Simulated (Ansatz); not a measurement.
Surface energy of faces of fcc Ir in PBE and in LDA, in Ansatz (plane waves, PAW). Symmetric slabs relaxed with PBE from ideal cuts in 1x1 cells (the lowest computed cut and spin start of each face; real faces may reconstruct in larger cells); LDA values are single points on them, with the bulk at the same level. No spin-orbit coupling, no U.

```csv
face,PBE (J/m²),LDA (J/m²)
(100),2.84,3.43
(110),2.86,?
(111),2.29,2.88
(210),3.06,3.71
(211),2.74,3.37
(221),2.62,3.24
(310),3.04,3.68
(311),2.88,3.50
(320),2.98,3.62
```

**Question.** Fit a straight line y = a·x + b by least squares to the 8 complete rows (x: PBE (J/m²); y: LDA (J/m²)).

**Answer.** the means are x̄ = 2.8062 and ȳ = 3.4287; Σ(x − x̄)² = 0.46139 and Σ(x − x̄)(y − ȳ) = 0.49096, so a = 1.064 and b = ȳ − a·x̄ = 0.443. The largest residual is 0.035.

**Question.** What does the line predict for the withheld row, (110), and what did the calculation give?

**Answer.** the line gives 3.49; the calculation gave 3.48, a miss of -0.01, of the size of the fitted rows' scatter and rounding.

Ansatz is a program for electronic structure.
